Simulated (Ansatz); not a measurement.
An Ansatz (a program for electronic structure) run: Ag with a change (pressure −1 GPa); r2SCAN/PAW in Ansatz, spin-orbit coupling left out.

Input:

Ansatz 0.2 input:
```yaml
crystal:
  lattice:
    - [0, 2.0525940769, 2.0525940769]
    - [2.0525940769, 0, 2.0525940769]
    - [2.0525940769, 2.0525940769, 0]
  atoms:
    - { symbol: Ag, position: [0, 0, 0] }
basis: { ecutwfc: 500, ecutrho_ratio: 4, xc_grid: 4, fft_grid_basis: typed }
kpoints: { mp_grid: { grid: [19, 19, 19] } }
hamiltonian:
  xc: r2scan
  dispersion: none
  pseudopotentials: { kind: paw }
scf: { occupations: { method: fermi_dirac, width: 0.05 } }
relax: { f_tol: 0.01, max_steps: 60, cell: { stress_tol: 0.02, p_target: -1.0 } }
output: { forces: true, stress: true }
checkpoint: { write: state.ck, write_every: 1000 }
```

Output (explanatory and most iteration lines left out):

```
Relaxation: its limit of steps is 60 (relax.max_steps)
Pseudopotential: Ag, paw, valence charge 19
Crystal: 1 atoms, lattice volume = 17.296 Å³
Basis set: ecut = 500 eV, 459 PW (Γ), exchange–correlation on 96×96×96 points (64 copies of the dense FFT grid, shifted against one another)
Bands: 14, of which v1, the nominal top of the filled ones, is band 10 counted from 1 (9 counted from 0)
Symmetry: 48 space group operations
Space group: Fm-3m (ITA 225), of the structure as read, at distance tolerance 2.6e-5 Å
k-points: 220 of 6859
Functional: x = r2scan, c = r2scan; τ floored in thin density (d = 2e-4 eV/Å³)
SCF iter   1: F=—  HF=-7603.946135 eV  |F-HF|=—  |Δ(HF+E_count)|=         —  Δρ=1.09e-2  dr2=1.91e-2  dr2_τ=5.69e-4  ethr=1.77e-3  ⟨swp⟩=4.7  Hψ=15910  notcnv=0
SCF iter   2: F=—  HF=-7603.942584 eV  |F-HF|=—  |Δ(HF+E_count)|=   3.55e-3  Δρ=5.46e-3  dr2=3.58e-3  dr2_τ=4.57e-4  ethr=1.01e-4  ⟨swp⟩=2.0  Hψ=5742  notcnv=0  defer=62
SCF 1 converged in 6 iterations: F = -7603.942756 eV  dr2 = 4.84e-9
relax step   1: F+E_penalty+E_count = -7603.94275625 eV  Δ(F+E_penalty+E_count) = +0.000e0 eV  max|allowed force component| = 0.000e0 eV/Å  Δτ_max = 0.0000 Å  P = -0.000 GPa  Ω = 17.296 Å³  (6 SCF iters, dr2 threshold 1.00e-7 eV, accepted)
[... steps on the carried basis left out ...]
relax step   4: F+E_penalty+E_count = -7603.94218613 eV  Δ(F+E_penalty+E_count) = -1.051e-4 eV  max|allowed force component| = 0.000e0 eV/Å  Δτ_max = 0.0000 Å  P = -1.013 GPa  Ω = 17.473 Å³  stress off target by 1.25e-2 GPa  SCF on the basis re-selected at this cell (its energy is not comparable with the rows above)  (5 SCF iters)
SCF converged after 5 iterations
Free energy (F): -7603.942186 eV
Internal energy: -7603.939084 eV  (E = F + TS)
E sigma→0 (E₀):  -7603.940635 eV
Entropy (-TS):   -0.003102 eV (-3.102 meV/atom)
Fermi energy:    16.883124 eV
--- Forces (eV/Å), atoms counted from 1 ---
  atom   1  Ag     0.00000000     0.00000000     0.00000000
--- Stress (GPa, compression-positive) ---
       -1.012503       0.000000      -0.000000
        0.000000      -1.012503      -0.000000
        0.000000      -0.000000      -1.012503
  P = ⅓ Tr σ = -1.0125 GPa (-10.125 kbar)
--- Relaxed structure (3 steps of the walk, 3 accepted, 1 SCFs on fresh bases) ---
  cell:  # Å, volume = 17.4731 Å³
    - [4.4584505287836425e-35, 2.059587386491754, 2.059587386491754]
    - [2.059587386491754, -1.464919459457482e-34, 2.059587386491754]
    - [2.059587386491754, 2.059587386491754, 1.4649194594574822e-34]
  atoms:
    - { symbol: Ag, position: [0.0, 0.0, 0.0] }
```

Load acts through the strain it causes; cell and atoms are relaxed under it. Stability against distortions was not tested. The cell was made from Ag in the fcc (Cu type) structure (space group Fm-3m, No. 225) by this change: pressure −1 GPa.
